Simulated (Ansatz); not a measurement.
# Response to strain in MoSi2

Consider MoSi2 (space group I4/mmm, No. 139; a = 3.2022 Å, c = 7.8195 Å). Axes: x, y, z lie along a, b, c of the conventional cell.

Strains are applied to the cell and any free atomic positions relax; under biaxial strain the out-of-plane vector relaxes too; under stress the whole cell relaxes.

Calculations: r2SCAN in Ansatz (plane waves to 500 eV, PAW, no spin-orbit coupling), earlier PAW set.

Candidates:
(a) uniaxial strain ε_xx = +2.38 %
(b) uniaxial stress, 1 GPa tension along z
(c) biaxial strain +0.60 %, plane normal [001], relaxed out of plane
(d) uniaxial strain ε_xx = −1.64 %

Notes on the quantities. energy relative to the base: free energy F.

Task: Order them by energy relative to the base, highest first.

Result: (a) uniaxial strain ε_xx = +2.38 % (+9.5 meV/atom), (d) uniaxial strain ε_xx = −1.64 % (+4.8 meV/atom), (c) biaxial strain +0.60 %, plane normal [001], relaxed out of plane (+1.5 meV/atom), (b) uniaxial stress, 1 GPa tension along z (+0.1 meV/atom)

The mesh was chosen for an insulator and is coarse for the gapless case. Without a gap, meshes like the base's 14×14×14 leave anisotropic stresses uncertain by several tenths of a GPa, and small strain energies with them. Beyond what the load breaks, stability against distortions was not tested. All final runs are without spin polarisation.

Ansatz is a first-principles code.
